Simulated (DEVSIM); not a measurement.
System: GaP/Si n-p heterojunction, at 300 K.

Layer 1 from the left is GaP, thickness (μm) 0.180, Nd (cm⁻³) 1.2e16, τn (s) 1.1e-6, τp (s) 1.1e-6. Layer 2 from the left is Si, thickness (μm) 1.40, Na (cm⁻³) 3.3e16, τn (s) 1.1e-6, τp (s) 1.1e-6.

Left contact: ohmic. Right contact: ohmic. Voltage is applied to the left contact. Recombination: SRH at mid-gap, Auger. Mobility is μmin + (μ − μmin)/(1 + (N/Nref)^α).

Constants are typed, rounded textbook-type inputs, not results; the design itself was drawn at random and stands for no fabricated device. Values at 300 K.

GaP: gap (eV) 2.26, affinity (eV) 3.8, permittivity 11.1, Nc (cm⁻³) 1.8e19, Nv (cm⁻³) 1.9e19, μn (cm²/Vs) 250, μp (cm²/Vs) 150, μn,min 10, μp,min 10, Nref,n 4.4e18, Nref,p 1e18, αn 0.8, αp 0.85, Cn (cm⁶/s) 1e-30, Cp (cm⁶/s) 1e-30. Si: gap (eV) 1.124, affinity (eV) 4.05, permittivity 11.7, Nc (cm⁻³) 2.86e19, Nv (cm⁻³) 3.1e19, μn (cm²/Vs) 1417, μp (cm²/Vs) 470, μn,min 52, μp,min 45, Nref,n 9.7e16, Nref,p 2.2e17, αn 0.68, αp 0.72, Cn (cm⁶/s) 2.8e-31, Cp (cm⁶/s) 9.9e-32.

DEVSIM, 1D drift-diffusion, Boltzmann statistics, complete ionisation; no tunnelling, impact ionisation, image-force lowering or self-heating. Band offsets follow the typed affinities; no thermionic-emission limit at abrupt steps, no polarisation charge.

Question: What does the simulation give for the dark forward voltage at 1 A/cm², the dark forward voltage at 100 A/cm², the largest field in the device at zero bias, the potential step across the device at zero bias?

Answer: dark forward voltage at 1 A/cm² 0.665 V; dark forward voltage at 100 A/cm² 0.861 V; largest field in the device at zero bias 56000 V/cm; potential step across the device at zero bias 1.008 V.
